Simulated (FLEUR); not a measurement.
A self-consistent single point of Al2Cu (I4mm, 3 atoms in the cell) with FLEUR.

Computed with FLEUR with LDA (Perdew-Zunger), all-electron FLAPW (FLEUR), scalar-relativistic valence.

```
Al2Cu
1.0
   -2.02018     2.02018     2.83684
    2.02018    -2.02018     2.83684
    2.02018     2.02018    -2.83684
Al Cu
2 1
Cartesian
  0.00000   2.02018   1.41842
  2.02018   0.00000   1.41842
  0.00000   0.00000   2.88684
```

Reference input (self-consistent single point, DFT, LDA (Perdew-Zunger), all-electron FLAPW (FLEUR), scalar-relativistic valence): Kmax = 3.9 1/bohr; GmaxXC = 15.6 1/bohr; xcFunctional = pz; jspins = 1; l_soc = F; mode = hist; fermiSmearingEnergy = 0.00367493 Htr; mesh (inpgen div1-3) = 4 4 4; inpgen gamma flag = true; Gmax = 15.6 1/bohr; numbands = 0; maxIterBroyd = 15. This run's input differs from it in these lines:

```diff
@@ -62,2 +62,3 @@
          <energyParameters s="3" p="3" d="3" f="4"/>
+         <lo type="SCLO" l="0" n="3" eDeriv="2"/>
       </species>
@@ -72,2 +73,3 @@
          <energyParameters s="4" p="4" d="3" f="4"/>
+         <lo type="SCLO" l="0" n="4" eDeriv="2"/>
       </species>
```

Output, abridged:

```
      Welcome to FLEUR        (www.flapw.de)
      MaX-Release 8.1          (www.max-centre.eu)

 ========== k-point set info ==========
 Selected k-point list: default-1
 k-point list type: mesh
 4 x 4 x 4
 Number of k points: 13

 ------------Calculation Setup---------------------------
 Number of basis functions:          334
************FLEUR-Warning*****************
Error message: Too low eigenvalue detected
Error occurred in subroutine: fermi
Hint: If the lowest eigenvalue is more than 1Htr below the lowest energy parameter, you probably have picked up a ghoststate
Error from PE:0/1
Warnings not ignored. To make the warning nonfatal create a file 'JUDFT_WARN_ONLY' in the working directory or start FLEUR with the -warn_only command line option.
```

The program stopped with an error. 

The starting cell comes from a database of computed structures (which also holds hypothetical and non-ambient phases and stackings), without a prior relaxation at this level. Its lattice was rescaled by up to half a per cent. One atom was moved a little off its site on purpose. Values depend on the basis (sphere radii, cutoffs, local orbitals), which need not be converged.

These are the values that this program gave, and no reference: the default basis lacks the next d shell.
